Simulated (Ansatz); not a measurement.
# Short convergence ladders for SbAs (R3m, 2 atoms in the cell)

```yaml
crystal:
  lattice:
    - [2.02662, 1.17007, 3.70544]
    - [-2.02662, 1.17007, 3.70544]
    - [0.00000, -2.34014, 3.70544]
  atoms:
    - { symbol: Sb, position: [0.23360, 0.23360, 0.23360] }
    - { symbol: As, position: [0.77090, 0.77090, 0.77090] }
```

Base method: LDA (PW92), default PAW files made with PBE (plane waves; Ansatz, a first-principles code).

Base settings: basis.ecutwfc = 420 eV; kpoints.mp_grid.grid = 10 10 10; hamiltonian.xc = lda; hamiltonian.pseudopotentials = {kind: paw} (the program's default PAW files); scf.occupations.method = fermi_dirac; scf.occupations.width = 0.1 eV.

The count of work is k-points × plane waves × bands × iterations; it is no time. Core times come from one kind of shared machine, to one figure; runs under 30 s give none.

**The cutoff for other potential files**

Level: DFT, LDA (PW92), plane waves, harder PAW files (source: ansatz) made with PBE.

In this ladder: hamiltonian.pseudopotentials = {kind: paw, source: ansatz}.

The second cell is the first with its lattice scaled by 0.98.

The mesh stays at the base's, so the ladder's end is converged at best in this setting alone.

The first pressure column holds Ansatz's estimate of the finite-basis (Pulay) stress, which hides part of the cutoff error; the other is without it.

Only quantities that move along the ladder and can be compared are tabulated.

```tsv
basis.ecutwfc	free energy less the last step's (meV/atom)	energy of the compressed cell less the first (meV/atom)	pressure (GPa)	pressure without the Pulay estimate (GPa)	largest difference of a force vector from the last step's (eV/Å)	count of work / last
250 eV	8233.60	7.63	-3.57	-270.76	0.017	0.11
300 eV	1671.43	-19.14	-3.62	-69.01	0.019	0.14
385 eV	90.33	-15.11	-3.40	-8.68	0.002	0.21
470 eV	2.73	-15.12	-3.40	-3.61	0.000	0.28
550 eV	0.61	-15.13	-3.40	-3.40	0.000	0.36
660 eV	0.34	-15.13	-3.40	-3.40	0.000	0.48
825 eV	0.07	-15.13	-3.40	-3.40	0.000	0.66
1100 eV	0.00	-15.13	-3.40	-3.40	0.000	1.0
```

Coarsest basis.ecutwfc that holds the pressure within 0.1 GPa of the last step, with all finer ones: 385 eV, at 0.21 of the last step's count of work; the step before is off by 0.22 GPa.

Coarsest basis.ecutwfc that holds the pressure without the Pulay estimate within 0.5 GPa of the last step, with all finer ones: 470 eV, at 0.28 of the last step's count of work; the step before is off by 5.3 GPa.

Coarsest basis.ecutwfc that holds the energy of the compressed cell less the first within 2 meV/atom of the last step, with all finer ones: 385 eV, at 0.21 of the last step's count of work; the step before is off by 4.0 meV/atom.

The energy difference between the two cells stays within 1 meV/atom of the last step's from 385 eV on, the total only from 550 eV on: much of the error is common to both cells and cancels.

At the lowest cutoff the pressure without the Pulay estimate lies 267 GPa under the last step's, the usual sign of Pulay stress in an incomplete plane-wave basis.

**The relaxed cell against the cutoff**

On SbAs (R3m, 2 atoms in the cell): atoms on their sites.

In this ladder: relax = cell and atoms.

The mesh stays at the base's, so the ladder's end is converged at best in this setting alone.

Only quantities that move along the ladder and can be compared are tabulated.

```tsv
basis.ecutwfc	relaxed volume (Å³/atom)	relaxation steps	core time / last (rough)
295 eV	24.393	26	0.8
355 eV	24.477	9	0.4
420 eV	24.467	8	0.4
505 eV	24.464	8	0.6
630 eV	24.463	8	0.8
840 eV	24.462	8	1
```

Coarsest basis.ecutwfc that holds the relaxed volume within 0.049 Å³/atom of the last step, with all finer ones: 355 eV, at about 0.4 of the last step's time; the step before is off by 0.069 Å³/atom.

At the lowest cutoff the cell relaxes to a volume 0.3 % smaller than at the highest. Ansatz relaxes on a stress corrected for the finite basis.

On the base run: the starting cell comes from a database of computed structures (which also holds hypothetical and non-ambient phases and stackings), without a prior relaxation at this level. Its lattice was rescaled by up to half a per cent. One atom was moved a little off its site on purpose. The run gives no clean gap (levels at the Fermi energy touch, overlap or are partly filled at this smearing), which alone does not show that the compound is a metal.

Left out of this page: 2 runs of the series stopped by limits of time or memory.

Keys are those of Ansatz 0.2.
